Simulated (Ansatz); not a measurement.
**TiB2: response to strain**

The parent structure is TiB$_{2}$ (space group P6/mmm, No. 191; a = 3.017 Å, c = 3.185 Å). Axes: x lies along a and z along c of the hexagonal cell.

Strains are applied to the cell and any free atomic positions relax; under biaxial strain the out-of-plane vector relaxes too.

Computed with PBEsol (Ansatz, a first-principles code; PAW; 420 eV plane waves; spin-orbit coupling left out).

Notes on the quantities. pressure: mean of the normal stresses, compression positive; energy relative to the base: free energy F.

```json
[
 {"case": "base", "pressure": "0.0 GPa", "energy relative to the base": "0 meV/atom", "volume per atom": "8.37 Å³"},
 {"case": "biaxial strain −4.21 %, plane normal [001], relaxed out of plane", "pressure": "[?]", "energy relative to the base": "–", "volume per atom": "7.84 Å³"},
 {"case": "isotropic strain −1.04 %", "pressure": "8.9 GPa", "energy relative to the base": "+7.0 meV/atom", "volume per atom": "8.11 Å³"},
 {"case": "isotropic strain −0.86 %", "pressure": "[?]", "energy relative to the base": "[?]", "volume per atom": "8.16 Å³"},
 {"case": "uniaxial strain ε_zz = −3.48 %", "pressure": "9.0 GPa", "energy relative to the base": "+16 meV/atom", "volume per atom": "8.08 Å³"},
 {"case": "tensor shear ε_xz = +2.61 %", "pressure": "0.9 GPa", "energy relative to the base": "+20 meV/atom", "volume per atom": "8.37 Å³"}
]
```

Complete the table.


- biaxial strain −4.21 %, plane normal [001], relaxed out of plane, pressure: 23.0 GPa
- isotropic strain −0.86 %, pressure: 7.3 GPa
- isotropic strain −0.86 %, energy relative to the base: +4.8 meV/atom

A case with no gap was solved on a k-mesh chosen for an insulator, which is coarse for it. Without a gap, meshes like the base's 13×13×10 leave anisotropic stresses uncertain by several tenths of a GPa, and small strain energies with them. Whether these cells are dynamically stable was not tested. All final runs are without spin polarisation.
